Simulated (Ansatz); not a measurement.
# What biaxial strain −3.00 %, plane normal [001], relaxed out of plane does to Sn

Take Sn in the diamond structure (space group Fd-3m, No. 227; a = 6.4745 Å; relaxed with 0.1 eV smearing) as the base. Axes: x, y, z lie along the cube axes.

The change: biaxial strain −3.00 %, plane normal [001], relaxed out of plane (Cartesian); in-plane vectors clamped, the third vector and the atoms free.

All numbers come from LDA (Ansatz, an electronic-structure program; PAW; 420 eV plane waves; spin-orbit coupling left out). Settings: 16×16×16 k-points, 0.1 eV Fermi–Dirac smearing.

```csv
quantity,base,changed,shift
volume per atom,33.93 Å³,32.90 Å³,-1.03 Å³
space group,Fd-3m (No. 227),I4_1/amd (No. 141),–
energy relative to the base (free energy F),0 meV/atom,+13 meV/atom,+13 meV/atom
"pressure (mean of the normal stresses, compression positive)",0.0 GPa,1.4 GPa,+1.46 GPa
band gap,zero,zero,–
out-of-plane strain,–,+3.06 %,–
ratio −ε⊥/ε∥,–,1.02,–
mean in-plane stress (compression positive),–,+2.2 GPa,–
```

Final structure (turned so that z lies along the plane normal):

```xyz
2
Lattice="4.4408 0.0000 0.0000 0.0000 4.4408 0.0000 2.2204 -2.2204 3.3363" Properties=species:S:1:pos:R:3 pbc="T T T"
Sn     0.0000     0.0000     0.0000
Sn     4.4408     2.2204     1.6681
```

Cost of the whole job for the changed cell (relaxation, final SCF and bands): roughly 100 core-seconds.

Whether these cells are dynamically stable was not tested.
